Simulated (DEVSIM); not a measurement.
Device: abrupt Ge n-p junction, at 300 K.

```
layer (left to right)  material  thickness (μm)  Nd (cm⁻³)  Na (cm⁻³)  τn (s)  τp (s)
---------------------  --------  --------------  ---------  ---------  ------  ------
1                            Ge            89.0     1.9e17          -    2e-5    2e-5
2                            Ge             130          -     3.4e17    2e-5    2e-5
```

Left contact: ohmic. Right contact: ohmic. Voltage is applied to the left contact. Recombination: SRH at mid-gap. Mobility is μmin + (μ − μmin)/(1 + (N/Nref)^α).

The device is made up for the run: typed textbook-type constants, with dimensions and the other settings drawn at random. Values at 300 K.

```tsv
parameter	Ge
gap (eV)	0.664
affinity (eV)	4
permittivity	16
Nc (cm⁻³)	1.04e19
Nv (cm⁻³)	6e18
μn (cm²/Vs)	3900
μp (cm²/Vs)	1900
μn,min	150
μp,min	100
Nref,n	2.6e17
Nref,p	4e17
αn	0.56
αp	0.6
```

DEVSIM, 1D drift-diffusion, Boltzmann statistics, complete ionisation; no tunnelling, impact ionisation, image-force lowering or self-heating.

### Question
Give the dark forward current.

### Answer

| V (V) | J (A/cm²) |
|---|---|
| -0.05 | -1.3e-5 |
| -0.10 | -0.00010 |
| -0.15 | -0.00071 |
| -0.20 | -0.0049 |
| -0.25 | -0.034 |
| -0.30 | -0.24 |
| -0.35 | -1.6 |
| -0.45 | -53 |
| -0.50 | -180 |
| -0.55 | -420 |
| -0.60 | -780 |
| -0.65 | -1300 |
| -0.70 | -1900 |
| -0.75 | -2700 |
